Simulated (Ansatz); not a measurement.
## A computed series for InP: carrier doping

The parent structure is InP in the zinc blende structure (space group F-43m, No. 216; a = 5.9598 Å).

Carriers are added at fixed cell with a uniform background; the Fermi–Dirac width is that of 300 K.

All numbers come from PBE/PAW in Ansatz (an electronic-structure program), no spin-orbit coupling, earlier PAW set.

Notes on the quantities. Fermi level from band edge: Fermi level relative to the doped band's edge (positive inside the band; to 0.05 eV).

| variant | gap between the host's bands | Fermi level from band edge |
|---|---|---|
| undoped | 0.44 eV | – |
| electrons 1.0×10^21 cm⁻³ | 0.43 eV | +1.15 eV |
| electrons 3.0×10^21 cm⁻³ | 0.41 eV | +1.45 eV |
| electrons 7.0×10^21 cm⁻³ | 0.37 eV | +1.70 eV |
| electrons 1.0×10^22 cm⁻³ | 0.34 eV | +1.85 eV |
| holes 1.0×10^21 cm⁻³ | ___ | ___ |
| holes 3.0×10^21 cm⁻³ | 0.50 eV | +0.45 eV |
| holes 7.0×10^21 cm⁻³ | 0.58 eV | +0.70 eV |
| holes 1.0×10^22 cm⁻³ | 0.64 eV | +0.80 eV |

What belongs in the blanks?


- holes 1.0×10^21 cm⁻³, gap between the host's bands: 0.46 eV
- holes 1.0×10^21 cm⁻³, Fermi level from band edge: +0.20 eV

Carriers are added with a uniform compensating background; total energy and stress of such cells depend on the potential's zero and are not compared; many-body gap narrowing is missing at this level. Stability against distortions was not tested.
